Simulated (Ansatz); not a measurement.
The starting structures come from a database of crystals and need not be the phases stable at ambient conditions.

The decay constant κ of evanescent states in the gap governs leakage through a thin film.

Here is the system:

```yaml
crystal:
  lattice:
    - [4.79208, 0.00000, 0.00000]
    - [0.00000, 8.08199, 0.12731]
    - [0.00000, -3.86432, 3.97398]
  atoms:
    - { symbol: Pb, position: [0.19025, 0.26802, 0.75727] }
    - { symbol: Pb, position: [0.69025, 0.73198, 0.24273] }
    - { symbol: Pb, position: [0.69025, 0.26802, 0.27878] }
    - { symbol: Pb, position: [0.19025, 0.73198, 0.72122] }
    - { symbol: O, position: [0.19022, 0.35969, 0.44866] }
    - { symbol: O, position: [0.69022, 0.64031, 0.55134] }
    - { symbol: O, position: [0.69022, 0.35969, 0.77073] }
    - { symbol: O, position: [0.19022, 0.64031, 0.22927] }
```

Space group of this cell: Pbcm. The cell was relaxed by PBE-D3(BJ); by r2SCAN its mean pressure is -1.3 GPa.

Transport runs along the normal of the first two printed cell vectors.

No gap correction and no spin-orbit coupling; mid-gap values are interpolated between computed energies.

Question: Compute, with r2SCAN (Ansatz, a program for electronic structure), the band gap and the smallest decay constant κ at mid-gap.

Answer: Gap 2.45 eV on a 6×8×8 mesh; κ = 0.281 1/Å, at (0.333, 0.250) of the in-plane reciprocal vectors. At the zone centre, at the nearest computed energy, the slowest state has κ = 0.34 1/Å.
